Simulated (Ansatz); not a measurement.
**1T (CdI2-type) MgI2**

Method: LDA (Ansatz, a first-principles code, PAW).

Settings: plane-wave cutoff 520 eV, 12×12×6 k mesh (along the axes of the cell as run), scalar-relativistic PAW data made under PBE.

Cell: relaxed at this level.

```
Item                                        Result
----------------------------------------  --------
elastic constant C11                      51.5 GPa
elastic constant C12                      15.3 GPa
elastic constant C13                      7.89 GPa
elastic constant C33                      23.7 GPa
elastic constant C44                      6.25 GPa
elastic constant C66                      18.1 GPa
Voigt–Reuss–Hill bulk modulus             19.3 GPa
polycrystal shear modulus (Hill average)  11.0 GPa
Young modulus                             27.7 GPa
Poisson ratio                                0.260
```

Elastic constants are with the ions relaxed.

Spin–orbit coupling is not included.

Computed values are for the static lattice.

It cost around 30 core-minutes (rough) of CPU time.
